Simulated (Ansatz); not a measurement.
# By hand: formation energy of the neutral Al_Si + O_N in Si3N4 (P6₃/m)

Subject: the formation energy of the neutral Al_Si + O_N in Si3N4 (P6₃/m). Reaction: 24 Si3N4 (P6₃/m) + Al (fcc) + 1/2 O2 (gas) → cell A + Si (diamond) + 1/2 N2 (gas).

A: a supercell of 168 sites of Si3N4 (P6₃/m) with Al on a Si site (3 N at 1.82 Å and 1 O at 1.91 Å); O on a N site (2 Si at 1.75 Å and 1 Al at 1.91 Å); the closest two of these centres are 1.9 Å apart; spin state with PBE: run without spin.

Setting: static, neutral cells in Ansatz (PAW) whose structures rest at the PBE level. Ansatz (a quantum-chemistry and plane-wave program) runs with its default PAW set. Other levels take these structures. The lattices are those relaxed with PBE, so at other levels the solids can be strained, which adds to the spread. Larger cells are relaxed from a start prepared with the learned potential CHGNet, on a coarser mesh till forces fall under 0.03 eV/Å, which some starts already meet. A dispersion term (D3(BJ), or D4 for r2SCAN) was computed beside these levels and is taken off wherever the name lacks it. Mesh and cell size may move defect energies by 0.1 eV or more. The value holds for the reservoirs listed; other chemical potentials shift it. Cell A has symmetry Pm within 0.02 Å and got no random move, so less symmetric positions, which may lie lower, weren't tried.

Total energies of the cells in eV, at zero smearing width. They compare only within one column; the weights balance every element.

| cell | atoms | weight | r2SCAN | RPBE |
|---|---|---|---|---|
| A: Si3N4:Al_Si + O_N | 168 | +1 | -83254.95795 | -83267.76335 |
| Si (diamond) | 2 | +1/2 | -1278.13039 | -1277.80405 |
| Si3N4 (P6₃/m) | 168 | −1 | -83169.49215 | -83182.35320 |
| Al (fcc) | 1 | −1 | -540.40590 | -540.44257 |
| N2 (gas) | 2 | +1/2 | -769.61785 | -771.50821 |
| O2 (gas) | 2 | −1/2 | -1131.96020 | -1133.88935 |

r2SCAN: (-83254.95795) + 1/2 × (-1278.13039) − (-83169.49215) − (-540.40590) + 1/2 × (-769.61785) − 1/2 × (-1131.96020) = -2.954 eV.

RPBE: (-83267.76335) + 1/2 × (-1277.80405) − (-83182.35320) − (-540.44257) + 1/2 × (-771.50821) − 1/2 × (-1133.88935) = -2.679 eV.
